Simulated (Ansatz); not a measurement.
Levels about the gap of amorphous silicon oxide (Si$_{24}$O$_{47}$) (71 atoms in a cell of 1075 Å³, 2.20 g/cm³; zone centre alone, so wide bands show as single levels with stretches between that a denser mesh fills), at the geometry that PBE relaxed, where it gives 0.1 GPa on a denser mesh. The participation number counts the atoms over which a state spreads; weights are charges in smoothed Voronoi cells. The levels come from a single point, so bond lengths are those of that geometry. Method of the levels: PBE, scalar-relativistic without spin-orbit coupling (Ansatz, a quantum-chemistry and plane-wave program). Sampling: the zone centre alone; Fermi-Dirac width 0.02 eV; no spin polarisation. The usual formal charges leave 2 electrons over, so the level spacing at the Fermi energy parts defect or band states and needn't be the band gap. At PBE the levels at both edges of the gap are localised (band-tail or defect states), and the nearest spread-out levels lie 5.5 eV apart at the zone centre.

Preparation: random packing, a CHGNet melt and quench, and a DFT relaxation. O atoms were pushed apart under 1.9 Å during the dynamics, to hinder bonds among them. The hot cell started wider than the set density and was brought back towards it in steps. It is the lowest in DFT energy of 4 quenches. It is a model cell: composition and starting density were chosen by hand, and all elements were melted together. No dispersion term was used. Its density started from a set value of 2.20 and ended at 2.20 g/cm³. The quench (nominally 480 K/ps over its main leg) was far faster than any real one, so the model tends to hold more defects than a real film. One small periodic cell is one sample of the glass; other quenches scatter about these values. The volume was held where the preparation left it, at a PBE pressure of 0.1 GPa. Stress components on the final sampling reach 2.1 GPa.

| E - E(highest filled), eV | filling | participation number | largest on | weight O | weight Si |
|---|---|---|---|---|---|
| -1.74 | filled | 24.2 | O, 2 neighbours | 0.96 | 0.04 |
| -1.68 | filled | 17.1 | O, 2 neighbours | 0.96 | 0.04 |
| -1.62 | filled | 26.6 | O, 2 neighbours | 0.96 | 0.04 |
| -1.59 | filled | 23.2 | O, 2 neighbours | 0.97 | 0.03 |
| -1.53 | filled | 22.0 | O, 2 neighbours | 0.96 | 0.04 |
| -1.41 | filled | 10.4 | O, 2 neighbours | 0.97 | 0.03 |
| 0.00 | filled | 2.6 | Si, 2 neighbours | 0.37 | 0.63 |
| 3.86 | empty | 6.3 | Si, 2 neighbours | 0.47 | 0.53 |
| 3.97 | empty | 18.5 | Si, 2 neighbours | 0.58 | 0.42 |
| 4.83 | empty | 21.9 | Si, 4 neighbours | 0.57 | 0.43 |
| 5.47 | empty | 31.5 | O, 2 neighbours | 0.65 | 0.35 |
| 5.82 | empty | 45.4 | Si, 4 neighbours | 0.64 | 0.36 |
| 5.89 | empty | 42.3 | Si, 2 neighbours | 0.68 | 0.32 |
| 5.95 | empty | 42.1 | Si, 2 neighbours | 0.67 | 0.33 |

Most localised among these is the filled level at +0.00 eV, on a Si atom, which has 2 neighbours (O 1.68 Å, O 1.69 Å).
